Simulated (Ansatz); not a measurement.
## Pressure series in hypothetical zinc blende YP

Consider YP in the zinc blende structure (space group F-43m, No. 216; a = 6.2898 Å; a hypothetical phase, not in the database extracts checked).

Cell and atoms are relaxed at each pressure.

The values are results of PBE/PAW in Ansatz (a first-principles code), no spin-orbit coupling, not measurements.

| change | band gap | gap character | volume per atom | width of the top valence band |
|---|---|---|---|---|
| base | 1.64 eV | direct at X | 31.10 Å³ | 0.81 eV |
| pressure −2 GPa | 1.68 eV | direct at X | 32.33 Å³ | 0.75 eV |
| pressure −1 GPa | 1.66 eV | direct at X | 31.69 Å³ | 0.78 eV |
| pressure 0.9 GPa | 1.63 eV | direct at X | … | 0.84 eV |
| pressure 2.1 GPa | 1.61 eV | direct at X | 30.03 Å³ | … |
| pressure 4.5 GPa | 1.56 eV | direct at X | 28.98 Å³ | 0.95 eV |
| pressure 9 GPa | … | direct at X | 27.39 Å³ | 1.08 eV |
| pressure 15 GPa | 1.36 eV | – | 25.73 Å³ | 1.24 eV |
| pressure 22.5 GPa | 1.20 eV | direct at W | 24.13 Å³ | … |
| pressure 30 GPa | 1.03 eV | direct at W | 22.85 Å³ | 1.64 eV |

Fill in the withheld entries from the trend.


- pressure 0.9 GPa, volume per atom: 30.63 Å³
- pressure 2.1 GPa, width of the top valence band: 0.88 eV
- pressure 9 GPa, band gap: 1.48 eV
- pressure 22.5 GPa, width of the top valence band: 1.44 eV

Load acts through the strain it causes; cell and atoms are relaxed under it. Whether these cells are dynamically stable was not tested. No other phases were tried under pressure.
